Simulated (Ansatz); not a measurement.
Consider ZnS in the wurtzite structure (space group P6_3mc, No. 186; a = 3.845 Å, c = 6.305 Å). Axes: x lies along a and z along c of the hexagonal cell.

Computed with PBE in Ansatz (plane waves to 420 eV, PAW, scalar-relativistic without spin-orbit coupling).

The change: uniaxial strain ε_zz = +3.00 %, all other strain components held at zero, atoms relaxed at fixed cell.

Problem. Predict the stress tensor and what it implies for the stiffness.

Solution. Stress of the strained cell less that of the base (GPa, compression positive):
```
  -1.01    0.00    0.00
   0.00   -1.01    0.00
   0.00    0.00   -3.80
```

Then −Δσ_ii/ε with ε = 0.0300 gives secant stiffness values (nonlinear terms included at this strain): C33 ≈ 127 GPa, C13 ≈ 34 GPa and C23 ≈ 34 GPa.

As a check, the harmonic strain energy −½ V₀ Δσ:ε is 7.2 meV/atom; the computed energy rise is 7.4 meV/atom.

No phonon test of stability was made.

Ansatz is a program for electronic structure.
